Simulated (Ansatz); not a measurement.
Consider the following.

```
AlAs
1.0
    0.00000     2.83728     2.83728
    2.83728     0.00000     2.83728
    2.83728     2.83728     0.00000
As Al
1 1
Direct
  0.75000   0.75000   0.75000
  0.00000   0.00000   0.00000
```

No spin polarisation.

Computed with Ansatz (a program for electronic structure), PBEsol, PAW, cutoff 420 eV, without spin-orbit coupling. Settings: 10×10×10 k-points, 0.05 eV Fermi–Dirac smearing.

What is the computed hole mass (degenerate bands, along [100])?

0.11, 0.48, 0.48 mₑ (at Γ).

Predict the band gap.

1.34 eV.

Effective masses come from finite differences of ±0.01 Å⁻¹. No phonon test of stability was made. The cell was made from GaAs by this change: Ga → Al.
